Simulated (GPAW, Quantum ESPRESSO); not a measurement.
A Quantum ESPRESSO input for a self-consistent single point of BaF2 (Fm-3m, 3 atoms in the cell) (DFT, PBE, plane waves, PseudoDojo standard norm-conserving (PBE) pseudopotentials):

```fortran
&CONTROL
 calculation = 'scf'
 prefix = 'run'
 outdir = './tmp'
 pseudo_dir = './'
 tprnfor = .true.
 tstress = .true.
/
&SYSTEM
 ibrav = 2
 celldm(1) = 11.691040114
 nat = 3
 ntyp = 2
 ecutwfc = 85
 occupations = 'fixed'
 nbnd = 16
/
&ELECTRONS
 conv_thr = 1.0e-11
 mixing_beta = 0.5
/
ATOMIC_SPECIES
Ba   137.3270  Ba.upf
F     18.9984  F.upf
ATOMIC_POSITIONS {crystal}
Ba    0.000000000    0.000000000    0.000000000
F     0.250000000    0.250000000    0.250000000
F     0.750000000    0.750000000    0.750000000
K_POINTS {automatic}
5 5 5  0 0 0
```

Task: Give the GPAW input for the same structure, mesh, smearing and functional.

Result: This is the input that was run; spellings and numerical settings could be chosen otherwise.

```python
from ase import Atoms
from ase.units import GPa
from gpaw import GPAW

atoms = Atoms(['Ba', 'F', 'F'],
              cell=[[0.000000, 3.093316, 3.093316],
                    [3.093316, 0.000000, 3.093316],
                    [3.093316, 3.093316, 0.000000]],
              scaled_positions=[[0.000000, 0.000000, 0.000000],
                                [0.250000, 0.250000, 0.250000],
                                [0.750000, 0.750000, 0.750000]],
              pbc=True)

calc = GPAW(mode={'name': 'pw', 'ecut': 900},
            xc='PBE',
            kpts=(5, 5, 5),
            occupations={'name': 'fixed-uniform'},
            nbands=-8,
            convergence={'bands': -6},
            symmetry={'symmorphic': False, 'tolerance': 0.0005},
            maxiter=150,
            txt='-')

atoms.calc = calc

energy = atoms.get_potential_energy()
print('Energy (eV):', round(energy, 6))
forces = atoms.get_forces()
print('Forces (eV/Ang):')
print(forces.round(5))
stress = atoms.get_stress()
print('Stress (GPa, Voigt):', (stress / GPa).round(4))
```

Basis settings and potentials, where a program has them, do not carry over. This input uses DFT PBE, plane waves, GPAW PAW datasets PBE (gpaw-data 1.0.1). Both were run: gap on the mesh 6.883 eV in Quantum ESPRESSO and 6.814 in GPAW.

On GPAW: the starting cell comes from a database of computed structures (which also holds hypothetical and non-ambient phases and stackings), without a prior relaxation at this level. Its lattice was rescaled by a random factor within 2.5 % of one. For this run, on top of that: lattice scaled by 0.98.

On Quantum ESPRESSO: the starting cell comes from a database of computed structures (which also holds hypothetical and non-ambient phases and stackings), without a prior relaxation at this level. Its lattice was rescaled by a random factor within 2.5 % of one. For this run, on top of that: lattice scaled by 0.98.
